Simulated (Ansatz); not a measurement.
Start from Al in the fcc (Cu type) structure (space group Fm-3m, No. 225; relaxed with 0.1 eV smearing).

```yaml
crystal:
  lattice:
    - [0.00000, 1.99194, 1.99194]
    - [1.99194, 0.00000, 1.99194]
    - [1.99194, 1.99194, 0.00000]
  atoms:
    - { symbol: Al, position: [0.00000, 0.00000, 0.00000] }
```

Cartesian axes are those of the cell as printed.

Level of theory: LDA (Ansatz, an electronic-structure program), spin-orbit coupling left out.

For the base:

```
Property                         Value
-----------------------------  -------
Shortest interatomic distance  2.817 Å
```

Now apply this change: compressive biaxial strain of 0.42 % in the plane normal to [111], as in epitaxy on a mismatched substrate; the out-of-plane cell vector and the atoms relax.

### Question
Predict the new in-plane stress, out-of-plane strain and shortest interatomic distance.

### Answer
The mean in-plane stress (compression positive) is +0.5 GPa; the out-of-plane strain amounts to +0.43 %; the shortest interatomic distance falls by 0.012 Å (2.817 Å → 2.805 Å).

No phonon test of stability was made.
